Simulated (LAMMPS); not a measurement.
Molecular dynamics of SiC (zinc blende), 1000 atoms, at 2180 K and 0 GPa, heated as the crystal.

Method: classical MD, pair style tersoff, file SiC_1994.tersoff; code LAMMPS.

```csv
angle (°),"probability per degree, C-Si-C"
88.50,0.0000
91.50,0.0002
94.50,0.0013
97.50,0.0055
100.5,0.0173
103.5,0.0397
106.5,0.0661
109.5,0.0795
112.5,0.0652
115.5,0.0379
118.5,0.0159
121.5,0.0040
124.5,0.0008
127.5,0.0001
130.5,0.0000
```

The data show:
- state found: crystal; no diffusion seen in 30 ps
- most common C-Si-C angle: in the 3° bin centred on 109.5° (mean of all 109°)

Caution: a run this short can hold a crystal over, or a liquid under, the potential's melting point.
